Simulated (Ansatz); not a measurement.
Start from TiO2 (space group Pbcn, No. 60; a = 4.5384 Å, b = 5.4951 Å, c = 4.8792 Å; a cell from a computed database, its experimental status unchecked). Axes: x, y, z lie along a, b, c of the conventional cell.

Method: plane-wave PAW DFT at the PBEsol level (Ansatz, a first-principles code, 420 eV), scalar-relativistic without spin-orbit coupling, earlier PAW set.

Before the change:

Shortest interatomic distance: 1.867 Å

Perturbation: uniaxial stress, 1 GPa compression along x, with the cell and atoms free to relax against it.

### Question
Predict the new strain response, energy relative to the base and shortest interatomic distance.

### Answer
The strain response (xx, yy, zz) amounts to (−0.50, +0.20, +0.16) %; the energy hardly moves; the shortest interatomic distance remains 1.867 Å.

Beyond what the load breaks, stability against distortions was not tested. All final runs are without spin polarisation. This is not the structure that TiO2 has at room temperature and ambient pressure.
